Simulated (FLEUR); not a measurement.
Band structure of NiAl (Pm-3m, 2 atoms in the cell).

```xyz
2
Lattice="2.8900 0.0000 0.0000 0.0000 2.8900 0.0000 0.0000 0.0000 2.8900" Properties=species:S:1:pos:R:3 pbc="T T T"
Al     1.4450     1.4450     1.4450
Ni     0.0000     0.0000     0.0000
```

Method of the run: PBE, all-electron FLAPW (FLEUR), scalar-relativistic valence run with FLEUR.

Settings: Kmax = 4.6 1/bohr; GmaxXC = 18.4 1/bohr; xcFunctional = pbe; jspins = 1; l_soc = F; mode = hist; fermiSmearingEnergy = 0.00367493 Htr; mesh (inpgen div1-3) = 9 9 9; inpgen gamma flag = false; Gmax = 18.4 1/bohr; numbands = 0; maxIterBroyd = 15; imix = Anderson; alpha = 0.05.

The starting cell has typed, rounded lattice constants, without a prior relaxation at this level. Spin polarisation is off. Values depend on the basis (sphere radii, cutoffs, local orbitals), which need not be converged.

Levels in eV from the Fermi level, bands 6 to 13:
| point | 6 | 7 | 8 | 9 | 10 | 11 | 12 | 13 |
|---|---|---|---|---|---|---|---|---|
| Γ | -3.21 | -1.54 | -1.54 | -1.54 | 5.43 | 5.43 | 5.43 | 8.29 |
| X | -2.74 | -2.23 | -2.23 | -1.45 | -0.65 | 8.25 | 9.94 | 9.94 |
| M | -2.88 | -2.88 | -2.06 | -2.06 | -1.02 | 1.44 | 2.45 | 12.11 |
| R | -4.07 | -0.99 | -0.99 | 1.98 | 1.98 | 1.98 | 3.60 | 4.48 |
